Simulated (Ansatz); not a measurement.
## Mn on a Pd site (surface) in a 3x3 cell of the 1x1 (111) surface of fcc Pd

Calculation: PBE (plane waves to 420 eV, PAW; Ansatz, an electronic-structure program).

Model: 36-atom slab, 6.8 Å thick at the start (thin: gaps and levels are the slab's own), 4x4x1 mesh, Fermi-Dirac 0.1 eV, dipole correction, 9 atoms held, the rest relaxed; symmetry of the start imposed; spin-polarised, no spin-orbit, no U.

```yaml
formation energy against fcc-type Mn, layered antiferromagnet, fcc Pd: -86 kJ/mol
work_function_of_the_top_face: 5.10 eV
change_of_the_work_function: -0.13 eV
change_of_the_step_from_the_bottom_to_the_top_vacuum_level_against_the_clean_slab: -0.14 eV
energy_released_by_relaxation: 0.043 eV
magnetic_moment_of_the_cell: 5.33 μB
largest_move_of_a_host_atom: 0.07 Å
```
